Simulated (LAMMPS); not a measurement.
LAMMPS 22 Jul 2025, classical MD, Buckingham with full ionic charges: MgO, 13824 atoms.

- task = MD, nve
- potential = Buckingham with full ionic charges
- copies of the repeat unit = 12×12×12
- shape (slab and sphere leave vacuum in the box) = bulk
- temperature = 1200 K
- steps = 500
- timestep = 1 fs
- neighbor skin = 2 Å
- neigh_modify = every 1 delay 0 check yes
- thermo = 100
- kspace_style = pppm
- kspace_accuracy = 0.0001
- pair cutoff = 10 Å
- kspace_modify = order 3
- newton = on (default)
- atom_modify sort (bins of 2 Å where set) = 1000 (default)
- comm_style = brick (default)
- box = 50.5 × 50.5 × 50.5 Å
- start = generated rock salt lattice, warmed in an untimed run
- compared values = energy and forces of the first step, drift over the run

Hardware: Arm Neoverse V2, 96 cores on 1 socket, no SMT, 1 L3 cache group.

Run on 64 ranks, it takes 4.1 s from launch to exit:

```bash
# ahead of the timed run: OMP_NUM_THREADS=1 mpirun -np 48 lmp -in in.warm -log none -nocite
OMP_NUM_THREADS=1 mpirun -np 64 lmp -in in.lmp -log log.lammps -nocite
```

From its output:

```
  using 1 OpenMP thread(s) per MPI task
  4 by 4 by 4 MPI processor grid
  13824 atoms
  G vector (1/distance) = 0.3007735
  grid = 120 120 120
  stencil order = 3
  estimated relative force accuracy = 0.00013788835
  master list distance cutoff = 12
  ghost atom cutoff = 12
Per MPI rank memory allocation (min/avg/max) = 8.126 | 8.129 | 8.133 Mbytes
87.9% CPU use with 64 MPI tasks x 1 OpenMP threads
...
Loop time of 3.78266 on 64 procs for 500 steps with 13824 atoms

Performance: 11.421 ns/day, 2.101 hours/ns, 132.182 timesteps/s, 1.827 Matom-step/s
87.9% CPU use with 64 MPI tasks x 1 OpenMP threads

MPI task timing breakdown:
Section |  min time  |  avg time  |  max time  |%varavg| %total
---------------------------------------------------------------
Pair    | 0.50366    | 0.56277    | 0.60882    |   2.8 | 14.88
Kspace  | 3.0727     | 3.1177     | 3.1759     |   1.2 | 82.42
Neigh   | 0          | 0          | 0          |   0.0 |  0.00
Comm    | 0.084939   | 0.087286   | 0.089412   |   0.3 |  2.31
Output  | 0.0001592  | 0.00018838 | 0.00034558 |   0.0 |  0.00
Modify  | 0.0028856  | 0.0032344  | 0.0035398  |   0.2 |  0.09
Other   |            | 0.01147    |            |       |  0.30

Nlocal:            216 ave         232 max         193 min
Histogram: 1 0 3 6 10 13 13 8 7 3
Nghost:           4697 ave        4720 max        4681 min
Histogram: 3 7 8 13 13 10 6 3 0 1
Neighs:        82054.7 ave       88622 max       72912 min
Histogram: 1 3 1 8 8 9 15 13 2 4

Total # of neighbors = 5251500
Ave neighs/atom = 379.88281
Neighbor list builds = 0
Dangerous builds = 0
```

Times are wall-clock medians of two to five runs, from launch to exit, with nothing else on the machine. Unless noted, each process is bound to its own block of adjacent cores. The times hold for this build (PyPI wheel: MPICH, OPENMP and OPT packages). Scratch files lie in a memory file system. A preparatory run goes ahead and isn't timed.

Problem. What holds this run back, and which change relieves it on the same cores with the result kept within 1.0 meV/atom in energy, 10 meV/Å in forces on 48 atoms, 0.20 meV an atom in drift of the total energy?

Solution. The largest part is long-range solver (Kspace), 77 % of the time from launch to exit. Over the ranks it runs from 3.1 to 3.2 s, at 216 atoms a rank on average. One change that relieves it (others may too): going from kmod = order 3 to kmod = order 7, one of the fastest of the measured ones that keep the result: 4.1 s to 1.1 s (3.7× as fast). The k-space grid goes from 120×120×120 to 36×36×36 and Kspace from 3.1 to 0.25 s. What the program resolved moves too: k-space grid from 120 120 120 to 36 36 36. These two results differ by: energy 0.54 meV/atom, forces on 48 atoms 1.2 meV/Å, drift of the total energy 0.0013 meV an atom. Others tried: kmod = order 5 diff ik (default) (1.1 s); kmod = order 4 (1.4 s).
